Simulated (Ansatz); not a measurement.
Data:

```yaml
crystal:
  lattice:
    - [5.32662, 0.00000, 0.00000]
    - [0.00000, 5.30855, 0.00000]
    - [0.00000, 0.00000, 3.93086]
  atoms:
    - { symbol: W, position: [0.50000, 0.00000, 0.93609] }
    - { symbol: W, position: [0.00000, 0.50000, 0.06391] }
    - { symbol: O, position: [0.50000, 0.00000, 0.48958] }
    - { symbol: O, position: [0.00000, 0.50000, 0.51042] }
    - { symbol: O, position: [0.25000, 0.25000, 0.00000] }
    - { symbol: O, position: [0.25000, 0.75000, 0.00000] }
    - { symbol: O, position: [0.75000, 0.75000, 0.00000] }
    - { symbol: O, position: [0.75000, 0.25000, 0.00000] }
```

No spin polarisation.

Calculations: PBEsol (Ansatz, a program for electronic structure, PAW, no spin-orbit coupling). Settings: 6×6×8 k-points, 0.05 eV Fermi–Dirac smearing.

What is the computed gap character?

Indirect, Z → Γ.

What is the computed band gap?

0.57 eV.

Spin-orbit coupling, missing from the scalar runs, can matter with W. Load acts through the strain it causes; cell and atoms are relaxed under it. Beyond what the load breaks, stability against distortions was not tested. The cell was made from WO$_{3}$ (space group P4/nmm, No. 129) by this change: uniaxial stress, 0.5 GPa tension along x.
